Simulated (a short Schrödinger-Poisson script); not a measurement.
Gated Al0.4Ga0.6As/GaAs modulation-doped gas in a quantum well

Stack: gated Al0.4Ga0.6As/GaAs modulation-doped gas in a quantum well, at 77 K.

```csv
layer,material,thickness (nm),Nd (cm⁻³),Na (cm⁻³)
1,Al0.4Ga0.6As,30,-,-
2,Al0.4Ga0.6As,40,1.3e18,-
3,Al0.4Ga0.6As,3,-,-
4,GaAs,15,-,-
5,Al0.4Ga0.6As,4000,-,4e15
```

The device is made up for the run: typed textbook-type constants, with dimensions and the other settings drawn at random. Al0.4Ga0.6As: permittivity 11.76, conduction-band edge (eV) 0.316, gap (eV) 1.923, electron mass (mₑ) 0.1002, Nv at 300 K (cm⁻³) 9e18. GaAs: permittivity 12.9, conduction-band edge (eV) 0, gap (eV) 1.424, Nv at 300 K (cm⁻³) 9e18.

Channel valleys (confinement mass, in-plane density-of-states mass, number): Γ 0.067, 0.067, 1. At the gate the conduction-band edge of layer 1 lies 1.07 eV − eVg above the Fermi level of the channel; the field vanishes at the back. Donor level 0.02 eV below the band edge. The barrier under the gate holds no holes. Gaps are held at their typed values at every temperature. Mesh 0.08 nm at interfaces.

Solved with a short Schrödinger-Poisson script written for these runs: 1D Poisson equation in equilibrium, electrons quantum, Hartree plus LDA exchange-correlation (BenDaniel-Duke, 40 states a valley, the channel's in-plane mass for all, wave functions free to enter the barrier), parabolic valleys, classical holes, donors ionised by Fermi statistics, acceptors fully, no traps, pinning or gate leakage.

```csv
Vg (V),electrons (cm⁻²),in the channel layer,C (μF/cm²),Γ E0 (meV),Γ E1 (meV)
0.5,1.13e12,1.06e12,0.274,-38.9,11.5
0.25,1.12e12,1.06e12,0.253,-38.9,14.1
0,1.11e12,1.06e12,0.236,-38.9,17.0
-0.25,1.10e12,1.06e12,0.222,-38.8,20.3
-0.5,1.10e12,1.06e12,0.210,-38.8,24.1
-0.75,1.09e12,1.05e12,0.200,-38.7,24.8
-1,1.09e12,1.05e12,0.191,-38.6,24.9
-1.25,1.08e12,1.04e12,0.182,-38.3,25.1
-1.5,1.06e12,1.02e12,0.171,-37.6,25.7
-1.75,9.53e11,9.25e11,0.137,-33.9,28.6
-2,7.44e11,7.26e11,0.135,-26.4,34.5
-2.25,5.35e11,5.24e11,0.134,-18.7,40.6
-2.5,3.27e11,3.21e11,0.133,-10.4,47.3
-2.75,1.21e11,1.20e11,0.130,0.5,56.7
```

Gate voltages with under 1e6 electrons/cm² are left out.

Subbands count from the Fermi level.
